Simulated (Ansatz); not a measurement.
We consider LiF (model structure, started from the NiAs type, P6₃/mmc, No. 194, 4 atoms in the cell), described by r²SCAN0 (plane waves, PAW; Ansatz, a first-principles code).

Numerical settings: plane-wave cutoff 520 eV, 12×12×6 k mesh (along the axes of the cell as run), Fermi–Dirac smearing 0.01 eV, scalar-relativistic PAW data made under PBE.

The cell is the one relaxed with PBEsol. Conventional cell: a = 2.7865 Å, b = 2.7865 Å, c = 4.8101 Å, α = 90.00°, β = 90.00°, γ = 120.00°.

```xyz
4
Lattice="2.7865 0.0000 0.0000 -1.3933 2.4132 0.0000 0.0000 0.0000 4.8101" Properties=species:S:1:pos:R:3 pbc="T T T"
Li     0.0000     0.0000     0.0000
Li     0.0000     0.0000     2.4051
F      0.0000     1.6088     1.2025
F      1.3933     0.8044     3.6076
```

### Question
List the 10 lowest band energies at Γ above −25 eV (eV, relative to the valence band maximum), grouping those that round alike.

### Answer
At Γ: -22.45, -22.09, -2.83, -0.31, -0.19 (×2), 0.00 (×2), 12.78, 14.64.

Note: the run warned that its exchange threshold was loose for the stress; the relaxation could raise the start's symmetry but not lower it, so the cell can be a saddle point; cell and atoms aren't relaxed at this level (pressure -2.8 GPa).

A model structure was made by putting elements into a prototype or built by hand; it is no filed structure, need not be a known phase, and can be a saddle point held by its symmetry.
